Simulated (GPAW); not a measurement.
How far to go with the plane-wave cutoff: NiO (R3m, 4 atoms in the cell)

```
CELL_PARAMETERS angstrom
      4.15910     2.07955     2.07955
      2.07955     4.15910     2.07955
      2.07955     2.07955     4.15910
ATOMIC_POSITIONS crystal
  Ni 0.00347 0.00347 0.00347
  Ni 0.50000 0.50000 0.50000
  O  0.25000 0.25000 0.25000
  O  0.75000 0.75000 0.75000
```
Moments meant for the start (each program seeds them in its own way; μB, in the order of the atoms Ni Ni O O): 2.0 -2.0 0.0 0.0.

Method: PBEsol, GPAW PAW datasets PBEsol (made by gpaw-setup) (plane waves; GPAW).

Base settings: spinpol = true; mode = pw; ecut = 900 eV; xc = PBEsol; kpts = 4 4 4; mesh shift (steps) = 0 0 0; occupations.name = fermi-dirac; occupations.width = 0.01 eV; nbands = -8; convergence.forces = 0.001 eV/Å.

The second cell is the first with its lattice scaled by 0.98.

The mesh stays at the base's, so the ladder's end is converged at best in this setting alone.

Only quantities that move along the ladder and can be compared are tabulated; the gap is left out on so coarse a mesh.

The count of work is k-points × plane waves × bands × iterations; it is no time. Core times come from one kind of shared machine, to one figure; runs under 30 s give none.

The starting cell has typed, rounded lattice constants, without a prior relaxation at this level. Its lattice was rescaled by up to half a per cent. One atom was moved a little off its site on purpose. The magnetic order is the one reached from the typed start; others were not searched systematically.

Steps (ecut): 315 eV; 360 eV; 405 eV; 450 eV; 495 eV; 540 eV; 630 eV; 720 eV; 810 eV; 900 eV; 990 eV; 1080 eV; 1215 eV; 1350 eV; 1575 eV; 1800 eV; 2160 eV.

**Question.** What is the coarsest ecut that holds the energy of the compressed cell less the first within 1 meV/atom of the last step, with all finer ones?

**Answer.** 540 eV, at 0.12 of the last step's count of work; the step before is off by 3.6 meV/atom.

**Question.** What is the coarsest ecut that holds the forces within 0.01 eV/Å of the last step, with all finer ones?

**Answer.** 495 eV, at 0.11 of the last step's count of work and about 0.2 of the last step's time; the step before is off by 0.013 eV/Å.

**Question.** What is the coarsest ecut that holds the free energy within 2 meV/atom of the last step, with all finer ones?

**Answer.** 810 eV, at 0.23 of the last step's count of work and about 0.3 of the last step's time; the step before is off by 4.7 meV/atom.

| ecut | free energy less the last step's (meV/atom) | energy of the compressed cell less the first (meV/atom) | pressure (GPa) | largest difference of a force vector from the last step's (eV/Å) | count of work / last | core time / last (rough) |
|---|---|---|---|---|---|---|
| 315 eV | 2966.22 | 21.08 | -140.76 | 0.085 | 0.069 | – |
| 360 eV | 1621.19 | 19.26 | -93.73 | 0.008 | 0.074 | 0.2 |
| 405 eV | 874.98 | 23.51 | -59.67 | 0.007 | 0.087 | – |
| 450 eV | 457.93 | 26.91 | -36.38 | 0.013 | 0.091 | – |
| 495 eV | 233.75 | 25.13 | -21.52 | 0.003 | 0.11 | 0.2 |
| 540 eV | 116.18 | 21.23 | -12.49 | 0.000 | 0.12 | – |
| 630 eV | 26.21 | 21.16 | -4.18 | 0.001 | 0.16 | 0.2 |
| 720 eV | 4.72 | 21.68 | -1.50 | 0.000 | 0.20 | 0.2 |
| 810 eV | 1.04 | 21.47 | -0.84 | 0.000 | 0.23 | 0.3 |
| 900 eV | 0.61 | 21.52 | -0.75 | 0.001 | 0.27 | 0.4 |
| 990 eV | 0.56 | 21.52 | -0.76 | 0.001 | 0.31 | 0.5 |
| 1080 eV | 0.41 | 21.52 | -0.76 | 0.001 | 0.35 | 0.4 |
| 1215 eV | 0.18 | 21.52 | -0.75 | 0.000 | 0.43 | 0.5 |
| 1350 eV | 0.06 | 21.51 | -0.75 | 0.001 | 0.56 | 0.7 |
| 1575 eV | 0.00 | 21.51 | -0.73 | 0.001 | 0.66 | 0.7 |
| 1800 eV | -0.01 | 21.51 | -0.73 | 0.001 | 0.81 | 0.9 |
| 2160 eV | 0.00 | 21.51 | -0.73 | 0.000 | 1.0 | 1 |

The energy difference between the two cells stays within 1 meV/atom of the last step's from 540 eV on, the total only from 900 eV on: much of the error is common to both cells and cancels.

At the lowest cutoff the pressure lies 140 GPa under the last step's, the usual sign of Pulay stress in an incomplete plane-wave basis.
